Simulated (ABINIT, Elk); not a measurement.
An ABINIT input for a self-consistent single point of Mn₂SeS (R-3m, 4 atoms in the cell) (DFT, PBEsol, plane waves, norm-conserving pseudopotentials (PseudoDojo nc-sr-04 PBEsol standard)):

```
# Mn2SeS, PseudoDojo nc-sr-04 PBEsol standard
pp_dirpath "./"
pseudos "Mn.upf, Se.upf, S.upf"
acell 5.8570527184 5.8570527184 5.8570527184 Angstrom
rprim
         0.2939157514    0.1696923382    0.9406476713
        -0.2939157514    0.1696923382    0.9406476713
        -0.0000000000   -0.3393846764    0.9406476713
natom 4
ntypat 3
znucl 25 34 16
typat 1 1 2 3
xcart
        -0.0000000000    0.0000000000    6.9304904536
        -0.0000000000    0.0000000000   24.3034112706
         0.0000000000    0.0000000000    0.0000000000
        -0.0000000000    0.0000000000   15.6169508621
ecut 96 Ry
ixc -116133
nsppol 2
spinat
      0 0 4
      0 0 4
      0 0 0
      0 0 0
occopt 3
tsmear 0.00367493
nband 39
kptopt 1
ngkpt 6 6 6
nshiftk 1
shiftk 0 0 0
nstep 60
tolvrs 1.0e-12
prtwf 0
prtden 0
enunit 2
```

Problem. Write the same calculation as an input for Elk.

Solution. This is the input that was run; spellings and numerical settings could be chosen otherwise.

```
tasks
  0

xctype
  22

spinpol
  .true.

reducebf
  0.5

rgkmax
  8.0

gmaxvr
  16.0

nxlo
  2

lorbcnd
  .true.

rmtscf
  0.84

lmaxi
  2

swidth
  0.00367493

maxscl
  100

scale
  11.06822554

avec
    0.2939157514    0.1696923382    0.9406476713
   -0.2939157514    0.1696923382    0.9406476713
    0.0000000000   -0.3393846764    0.9406476713

sppath
  'species/'

atoms
  3
  'Mn.in'
  2
  0.2218900000  0.2218900000  0.2218900000    0.0 0.0 -2.0
  0.7781100000  0.7781100000  0.7781100000    0.0 0.0 -2.0
  'Se.in'
  1
  0.0000000000  0.0000000000  0.0000000000    0.0 0.0 0.0
  'S.in'
  1
  0.5000000000  0.5000000000  0.5000000000    0.0 0.0 0.0

ngridk
  6 6 6
```

Basis, cutoffs, solver keys and any potentials are the target program's own. This input uses DFT, PBEsol, all-electron FP-LAPW, Elk's shipped species files, APW+lo basis with extra local orbitals.

The starting cell comes from a database of computed structures (which also holds hypothetical and non-ambient phases and stackings), without a prior relaxation at this level.
